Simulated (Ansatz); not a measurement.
Results of LDA (plane waves, PAW; Ansatz, a first-principles code) for Sr3P2 (model structure, started from the A-La2O3 type, P-3m1, No. 164, 5 atoms in the cell).

Numerical settings: plane-wave cutoff 520 eV, 12×12×6 k mesh (along the axes of the cell as run), Fermi–Dirac smearing 0.01 eV, scalar-relativistic PAW data made under PBE.

Cell (relaxed with PBEsol):

```yaml
crystal:
  lattice:
    - [5.08485, 0.00000, 0.00000]
    - [-2.54242, 4.40361, 0.00000]
    - [0.00000, 0.00000, 6.57601]
  atoms:
    - { symbol: P, position: [0.33333, 0.66667, 0.21565] }
    - { symbol: P, position: [0.66667, 0.33333, 0.78435] }
    - { symbol: Sr, position: [0.00000, 0.00000, 0.00000] }
    - { symbol: Sr, position: [0.33333, 0.66667, 0.68656] }
    - { symbol: Sr, position: [0.66667, 0.33333, 0.31344] }
```

Problem. Predict the band gap and smallest direct gap on the k points sampled.

Solution. 
band gap: 0.53 eV
smallest direct gap on the k points sampled: 1.05 eV

Note: the relaxation could raise the start's symmetry but not lower it, so the cell can be a saddle point; cell and atoms aren't relaxed at this level (largest force component 0.02 eV/Å, pressure -1.5 GPa).

Spin–orbit coupling is not included.

Computed values are for the static lattice.

The result took around 60 core-seconds (rough).

A model structure was made by putting elements into a prototype or built by hand; it is no filed structure, need not be a known phase, and can be a saddle point held by its symmetry.
